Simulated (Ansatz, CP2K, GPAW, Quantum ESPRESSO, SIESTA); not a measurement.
## Code comparison for HgPPd5 (P1, 7 atoms in the cell)

Self-consistent single point, at a second geometry (atoms moved at random). First geometry:

```
HgPPd5
1.0
    4.01802     0.00000     0.00000
    0.00000     4.01802     0.00000
    0.00000     0.00000     7.18054
Hg P Pd
1 1 5
Direct
  0.50000   0.50000   0.00000
  0.00000   0.00000   0.50000
  0.00000   0.50000   0.30289
  0.00000   0.50000   0.69711
  0.50000   0.00000   0.30289
  0.50000   0.00000   0.69711
  0.00000   0.00000   0.00000
```

Second geometry:
```xyz
7
Lattice="4.0180 0.0000 0.0000 0.0000 4.0180 0.0000 0.0000 0.0000 7.1805" Properties=species:S:1:pos:R:3 pbc="T T T"
Hg     2.0395     2.0117     0.0310
P      0.0316    -0.0383     3.5514
Pd    -0.0071     2.0106     2.1740
Pd     0.0319     2.0162     5.0201
Pd     2.0076     0.0090     2.1747
Pd     1.9637    -0.0083     4.9896
Pd    -0.0402     0.0260     0.0105
```

Shared settings, as Ansatz (a program for electronic structure) writes them: kpoints.mp_grid.grid = 5 5 3; scf.occupations.method = gaussian; scf.occupations.width = 0.1 eV. Potentials and cutoffs stand in the table.

```tsv
code	model	ΔF from the first geometry (meV/atom)	pressure (GPa)	largest force (eV/Å)	cutoff
Ansatz	PBEsol, PAW files made with PBE	7.0	-11.48	0.478	420 eV
SIESTA	GGA PBEsol, numerical atomic orbitals TZP, PseudoDojo PBEsol standard norm-conserving potentials (rewritten from UPF to PSML)	7.6	-13.17	0.538	grid 400 Ry
CP2K	PBEsol, GPW, DZVP-MOLOPT-SR-GTH basis, GTH-PBE potentials (GTH_POTENTIALS)	7.8	-9.67	0.547	grid 500 Ry
GPAW	PBEsol, GPAW PAW datasets PBEsol (made by gpaw-setup)	7.2	-10.58	0.499	600 eV
Quantum ESPRESSO	PBEsol, GBRV 1.5 ultrasoft (PBESOL) pseudopotentials	7.1	-11.00	0.493	40 Ry
```

Size of the force on each atom (eV/Å): Sizes of forces hide their directions.

```tsv
code	Hg1	P2	Pd3	Pd4	Pd5	Pd6	Pd7
Ansatz	0.374	0.478	0.161	0.389	0.093	0.456	0.347
SIESTA	0.398	0.538	0.110	0.364	0.137	0.523	0.378
CP2K	0.415	0.547	0.117	0.371	0.137	0.530	0.387
GPAW	0.385	0.499	0.137	0.375	0.089	0.470	0.356
Quantum ESPRESSO	0.382	0.493	0.149	0.389	0.089	0.472	0.354
```

On Ansatz's run: spin-orbit coupling is off. Spin polarisation is off; with an odd number of electrons in the cell that forces a metal, and a magnetic state may lie lower.

The spread over the programs that give each value: ΔF from the first geometry within 0.8 meV/atom; pressure within 3.50 GPa; largest force within 0.069 eV/Å.

SIESTA and CP2K use small atom-centred bases, whose incompleteness enters pressures, forces and empty levels differently from a plane-wave cutoff. Ansatz's pressure is given at a fixed set of plane waves, as the other plane-wave codes print theirs; with its correction for the finite basis it is -11.45 GPa. In the pressure, SIESTA (by 2.17) and CP2K (by 1.33) lie more than 1 GPa from the median of the plane-wave programs. In the force vectors, SIESTA (by 0.131) and CP2K (by 0.131) lie more than 0.08 eV/Å from the median of the plane-wave programs.

The starting cell comes from a database of computed structures (which also holds hypothetical and non-ambient phases and stackings), without a prior relaxation at this level. Its lattice was rescaled by a random factor within 2.5 % of one. For this run, on top of that: atoms moved at random.

Keys are those of Ansatz 0.2.
